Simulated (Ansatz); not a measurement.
Surface: Si(111) 1x1 surface, 6 top atoms, 3 bilayers, bottom bilayer H-capped and fixed, every top atom capped by F; cell 11.5 x 6.6 Å; about 7 Å thick over the host's atoms, 18 atoms held. All values below come from PBE-D3(BJ) (plane waves to 420 eV, PAW; Ansatz, a program for electronic structure). k mesh 1 x 2 x 1. Some slab states were started with spin and the others were run without it. Slab thickness, cell and mesh are as stated and are not converged limits. No zero-point or entropy terms are included. Each state was relaxed from one prepared geometry.

One CF3 a cell is brought to Si(111):F. Relaxed result near the molecule:

```
atom   x (Å)   y (Å)   z (Å)
-----  -----  ------  ------
F(30)  3.793   0.002  11.124
F(31)  5.751   3.395  11.123
F(46)  7.709   0.001  11.123
C(d0)  5.756   1.129  13.247
F(d1)  4.658   1.762  13.650
F(d2)  6.855   1.763  13.643
F(d3)  5.758  -0.140  13.642
```

What is the adsorption energy against the free CF3 and the slab before, and how much of it is dispersion?

-0.13 eV (negative: bound); the D3 term gives -0.12 eV of it, the free CF3 being spin-polarised. Its closest contacts to the rest of the cell: C(d0)...F(46) 3.10 Å, C(d0)...F(30) 3.10 Å, C(d0)...F(31) 3.11 Å.
